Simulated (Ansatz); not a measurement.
System: CoAl (model structure, Cmcm, No. 63, 4 atoms in the cell). Method: r²SCAN (PAW; Ansatz, a quantum-chemistry and plane-wave program).

Run with plane-wave cutoff 560 eV, 20×20×16 k mesh (along the axes of the cell as run), Fermi–Dirac smearing 0.05 eV, spin-polarised with parallel moments, scalar-relativistic PAW data made under PBE.

Cell (relaxed at this level):

```xyz
4
Lattice="1.3355 -4.6971 0.0000 1.3355 4.6971 0.0000 0.0000 0.0000 3.9771" Properties=species:S:1:pos:R:3 pbc="T T T"
Al     1.3355    -1.5799     0.9943
Co     1.3355    -4.1057     0.9943
Al     1.3355     1.5799     2.9828
Co     1.3355     4.1057     2.9828
```
Starting moments (μB, in the order of the record's atoms Al Co Al Co): 0.0 3.0 0.0 3.0.

Question: Predict the bulk modulus B0.

Answer: 
bulk modulus B0: 133 GPa

The run finds no gap.

Note: the magnetic order was assumed, not searched for or taken from measurement; the bulk modulus is −V dP/dV from two relaxed cells at ±2 % in volume; the relaxation could raise the start's symmetry but not lower it, so the cell can be a saddle point.

Computed values are for the static lattice.

Computing time: roughly 60 core-minutes.

A model structure was made by putting elements into a prototype or built by hand; it is no filed structure, need not be a known phase, and can be a saddle point held by its symmetry.
